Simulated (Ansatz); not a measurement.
**Convergence study of the k-point mesh at a smearing width of 0.02 eV for Ti (P-3m1, 2 atoms in the cell)**

```xyz
2
Lattice="1.4676 -2.5420 0.0000 1.4676 2.5420 0.0000 0.0000 0.0000 4.6566" Properties=species:S:1:pos:R:3 pbc="T T T"
Ti     1.4676     0.8473     1.2141
Ti     1.4676    -0.8473     3.4924
```

Level of theory: LDA (PW92), default PAW files made with PBE (plane waves; Ansatz, a first-principles code).

Base settings: basis.ecutwfc = 420 eV; kpoints.mp_grid.grid = 13 13 7; hamiltonian.xc = lda; hamiltonian.pseudopotentials = {kind: paw} (the program's default PAW files); scf.occupations.method = fermi_dirac; scf.occupations.width = 0.1 eV.

In this ladder: scf.occupations.width = 0.02 eV.

Only quantities that move along the ladder and can be compared are tabulated.

The count of work is k-points × plane waves × bands × iterations; it is no time. 

The starting cell has typed, rounded lattice constants, without a prior relaxation at this level. Its lattice was rescaled by up to half a per cent. One atom was moved a little off its site on purpose. Spin polarisation is off. In the base run, with a pressure of about -8 GPa the cell is away from its equilibrium volume at this level. Ansatz's pressure includes its estimate of the finite-basis (Pulay) stress.

```csv
kpoints.mp_grid.grid,free energy less the last step's (meV/atom),pressure (GPa),largest difference of a force vector from the last step's (eV/Å),count of work / last
5 5 3,0.13,-8.45,0.051,0.0072
6 6 3,17.70,-7.69,0.013,0.012
7 7 4,-0.22,-8.22,0.004,0.017
8 8 5,-0.86,-8.22,0.018,0.024
10 10 5,-0.16,-8.38,0.000,0.041
12 12 7,0.80,-8.27,0.002,0.079
14 14 8,-0.52,-8.33,0.005,0.12
17 17 10,0.16,-8.35,0.003,0.21
25 25 14,0.08,-8.33,0.002,0.59
30 30 17,0.00,-8.35,0.000,1.0
```

Coarsest kpoints.mp_grid.grid that holds the forces within 0.01 eV/Å of the last step, with all finer ones: 10 10 5, at 0.041 of the last step's count of work; the step before is off by 0.018 eV/Å.

Coarsest kpoints.mp_grid.grid that holds the pressure within 0.05 GPa of the last step, with all finer ones: 14 14 8, at 0.12 of the last step's count of work; the step before is off by 0.08 GPa.

Coarsest kpoints.mp_grid.grid that holds the free energy within 1 meV/atom of the last step, with all finer ones: 7 7 4, at 0.017 of the last step's count of work; the step before is off by 18 meV/atom.

Keys are those of Ansatz 0.2.
